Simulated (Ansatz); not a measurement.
Cost and result by functional for the surface energy of the (311) surface of fcc Cu in its 1x1 cell, outermost plane spacing 1.09 Å in the ideal cut, in Ansatz (plane waves, PAW). Single points on the PBE structure, on one kind of machine; costs are rough ratios of the slab run's core time (references not counted) to the cheapest single point. r2SCAN's cost holds its higher cutoff (500 against 420 eV). Differences are taken against r2SCAN for comparison alone: no measured value is at hand, so the table doesn't rank accuracy.

Slab: 10 atoms, 9.9 Å thick at the start (thin: gaps and levels are the slab's own); k 15x9x1, smearing 0.1 eV, dipole-corrected; all atoms relaxed; held to the part of the start's symmetry that mesh and held atoms allow; no spin, no spin-orbit, no U. These notes are the PBE run's.

```
functional                     relative cost  surface energy (J/m²)  less r2SCAN (J/m²)
-----------------------------  -------------  ---------------------  ------------------
RPBE                                       1                   1.33               -0.49
LDA                                        1                   2.06                0.24
PBEsol                                     1                   1.90                0.08
r2SCAN                                     2                   1.82                0.00
PBE (the relaxed run's value)              –                   1.56               -0.26
```

The values span 0.73 J/m², while the single points' costs differ by a factor of roughly 2. Differences are of unrounded values.

Ansatz is an electronic-structure program.
